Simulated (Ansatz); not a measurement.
Data:

End structure of a constructed model of the (0001) surface of hcp Mg, a pseudomorphic layer of Cr in the host's stacking (bottom of the slab: a bare face, its two planes held):

```
CELL_PARAMETERS angstrom
      3.19902     0.00000     0.00000
     -1.59951     2.77043     0.00000
      0.00000     0.00000    31.50000
ATOMIC_POSITIONS crystal
  Mg 0.66667 0.33333 0.25858
  Mg 0.33333 0.66667 0.34079
  Mg 0.66667 0.33333 0.42383
  Mg 0.33333 0.66667 0.50640
  Mg 0.66667 0.33333 0.58909
  Mg 0.33333 0.66667 0.67226
  Cr 0.66667 0.33333 0.74490
```

Model: 7-atom slab, 15.2 Å thick at the start, 13x13x1 mesh, Fermi-Dirac 0.1 eV, dipole correction, 2 atoms held, the rest relaxed; start symmetry kept, larger cells not searched; spin-polarised, ending with about 4.4 μB a cell; orders that need a larger cell were not tried, no spin-orbit, no U. It is one candidate, not shown to be the stable structure of the face.

Task: Estimate the work function of the top face that Ansatz (a program for electronic structure) with PBE returns for this input.

Result: 3.84 eV
